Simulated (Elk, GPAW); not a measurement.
An Elk input for a self-consistent single point of K3Al (Pm-3m, 4 atoms in the cell) (DFT, PBEsol, all-electron FP-LAPW, Elk's shipped species files, APW+lo basis with extra local orbitals):

```
tasks
  0

xctype
  22

rgkmax
  8.0

gmaxvr
  16.0

nxlo
  2

lorbcnd
  .true.

lmaxi
  2

stype
  3

swidth
  0.00183747

scale
  10.90725353

avec
    1.0000000000    0.0000000000    0.0000000000
    0.0000000000    1.0000000000    0.0000000000
    0.0000000000    0.0000000000    1.0000000000

sppath
  'species/'

atoms
  2   : nspecies
  'K.in'   : spfname
  3   : natoms; atposl, bfcmt below
  0.0000000000  0.5000000000  0.5000000000    0.0 0.0 0.0
  0.5000000000  0.0000000000  0.5000000000    0.0 0.0 0.0
  0.5000000000  0.5000000000  0.0000000000    0.0 0.0 0.0
  'Al.in'   : spfname
  1   : natoms; atposl, bfcmt below
  0.0000000000  0.0000000000  0.0000000000    0.0 0.0 0.0

ngridk
  5 5 5
```

Problem. Translate this input to GPAW.

Solution. One input that does it (others would too):

```python
from ase import Atoms
from ase.units import GPa
from gpaw import GPAW, PW, FermiDirac

atoms = Atoms(['K', 'K', 'K', 'Al'],
              cell=[[5.771870, 0.000000, 0.000000],
                    [0.000000, 5.771870, 0.000000],
                    [0.000000, 0.000000, 5.771870]],
              scaled_positions=[[0.000000, 0.500000, 0.500000],
                                [0.500000, 0.000000, 0.500000],
                                [0.500000, 0.500000, 0.000000],
                                [0.000000, 0.000000, 0.000000]],
              pbc=True)

calc = GPAW(mode=PW(600),
            xc='PBEsol',
            kpts=(5, 5, 5),
            occupations=FermiDirac(0.05),
            nbands=-12,
            convergence={'density': 1e-05, 'energy': 1e-05},
            symmetry={'symmorphic': False, 'tolerance': 0.0005},
            maxiter=120,
            txt='-')

atoms.calc = calc

energy = atoms.get_potential_energy()
print('Energy (eV):', round(energy, 6))
forces = atoms.get_forces()
print('Forces (eV/Ang):')
print(forces.round(5))
stress = atoms.get_stress()
print('Stress (GPa, Voigt):', (stress / GPa).round(4))
```

Basis, cutoffs, solver keys and any potentials are the target program's own. This input uses DFT PBEsol, plane waves, GPAW PAW datasets PBEsol (made by gpaw-setup).

The starting cell comes from a database of computed structures (which also holds hypothetical and non-ambient phases and stackings), without a prior relaxation at this level.
